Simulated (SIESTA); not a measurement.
Input and output of a relaxation of cell and atoms for NbZn3 (Pm-3m, 4 atoms in the cell) (SIESTA).

Method of the run: GGA PBEsol, numerical atomic orbitals DZP, PseudoDojo PBEsol standard norm-conserving potentials (rewritten from UPF to PSML) run with SIESTA.

```
CELL_PARAMETERS angstrom
      3.90998     0.00000     0.00000
      0.00000     3.90998     0.00000
      0.00000     0.00000     3.90998
ATOMIC_POSITIONS crystal
  Nb 0.00000 0.00000 0.00000
  Zn 0.50000 0.00000 0.50000
  Zn 0.00000 0.50000 0.50000
  Zn 0.50000 0.50000 0.00000
```

Reference input (self-consistent single point, DFT, GGA PBEsol, numerical atomic orbitals DZP, PseudoDojo PBEsol standard norm-conserving potentials (rewritten from UPF to PSML)): XC.functional = GGA; XC.authors = PBEsol; potentials = PseudoDojo PBEsol standard; PAO.BasisSize = DZP; PAO.EnergyShift = 0.01 Ry; MeshCutoff = 350 Ry; kgrid.MonkhorstPack = 7 7 7; OccupationFunction = FD; ElectronicTemperature = 100 meV; MaxSCFIterations = 150; SCF.Mixer.Method = Pulay; SCF.Mixer.Weight = 0.2. This run's input differs from it in these lines:

```diff
@@ -43,2 +43,7 @@
 Diag.ParallelOverK           true
+MD.TypeOfRun                 FIRE
+MD.Steps                     40
+MD.MaxForceTol               0.02 eV/Ang
+MD.VariableCell              true
+MD.MaxStressTol              0.05 GPa
 WriteForces                  true
```

Output, abridged:

```
        iscf     Eharris(eV)        E_KS(eV)     FreeEng(eV)     dDmax    Ef(eV) dHmax(eV)
   scf:    1   -18564.389356   -18681.106572   -18681.224307  1.868893  0.431829 34.318823
   scf:    2   -18756.195923   -18738.502665   -18738.543725  1.195069 -0.125263  8.810478
   scf:    3   -18744.129530   -18741.754074   -18741.793478  0.400802 -0.690304  4.244972
   scf:    4   -18742.919449   -18742.579781   -18742.624561  0.229077 -1.167903  0.995382
   scf:    5   -18742.397409   -18742.582905   -18742.631026  0.110801 -1.126179  1.190285
   [... 3 lines left out ...]
   scf:    9   -18742.649821   -18742.650061   -18742.697658  0.001429 -1.229751  0.057888
   scf:   10   -18742.650237   -18742.650204   -18742.697798  0.001960 -1.234435  0.000930
   scf:   11   -18742.650200   -18742.650202   -18742.697798  0.000029 -1.234490  0.000684
   scf:   12   -18742.650203   -18742.650203   -18742.697798  0.000010 -1.234427  0.000002
SCF Convergence by DM+H criterion
max |DM_out - DM_in|         :     0.0000099922
max |H_out - H_in|      (eV) :     0.0000023046
SCF cycle converged after 12 iterations

Using DM_out to compute the final energy and forces

siesta: E_KS(eV) =           -18742.6502

siesta: E_KS - E_eggbox =    -18742.6502

siesta: Atomic forces (eV/Ang):
     1   -0.000000   -0.000000   -0.000000
     2    0.000000   -0.000000   -0.000000
     3   -0.000000    0.000000   -0.000000
     4    0.000000    0.000000   -0.000000
   Tot    0.000000    0.000000   -0.000000
   Max    0.000000
   Res    0.000000    sqrt( Sum f_i^2 / 3N )
   Max    0.000000    constrained

Stress tensor Voigt[x,y,z,yz,xz,xy] (kbar):      107.42      107.42      107.42        0.00        0.00        0.00
(Free)E + p*V (eV/cell)   -18746.7055
   [... lines left out ...]
siesta: Pressure (static):       -107.42037966  kBar
siesta: Pressure (total):       -107.42037966  kBar
No target stress found, assuming hydrostatic MD.TargetPressure.
Target stress (kBar)
outcell: Cell volume (Ang**3)        :     56.0323
        iscf     Eharris(eV)        E_KS(eV)     FreeEng(eV)     dDmax    Ef(eV) dHmax(eV)
siesta: Pressure (static):         -0.39539025  kBar
siesta: Pressure (total):         -0.39539025  kBar
outcell: Cell volume (Ang**3)        :     56.0323
siesta: FreeEng =    -18742.841092
   [... lines left out ...]
siesta:     0.000247    0.000000   -0.000000
siesta:     0.000000    0.000247   -0.000000
siesta:    -0.000000   -0.000000    0.000247

siesta: Cell volume =         56.032288 Ang**3

siesta: Pressure (static):
siesta:                Solid            Molecule  Units
siesta:          -0.00000269         -0.00000269  Ry/Bohr**3
siesta:          -0.00024678         -0.00024679  eV/Ang**3
siesta:          -0.39539025         -0.39540624  kBar
```

The run converged. 

Summary of the result:
Free energy E − TS: -18742.8411 eV
Fermi level (on the code's own zero): -1.12 eV
Pressure: -0.04 GPa
Final cell: a = 3.8266 Å, b = 3.8266 Å, c = 3.8266 Å, α = 90.00°, β = 90.00°, γ = 90.00°
Final volume per atom: 14.01 Å³
Relaxation steps: 21

The starting cell comes from a database of computed structures (which also holds hypothetical and non-ambient phases and stackings), without a prior relaxation at this level. Spin polarisation is off. Values carry the incompleteness of an atom-centred basis.

Cost on one core of a shared machine: roughly 4 min.
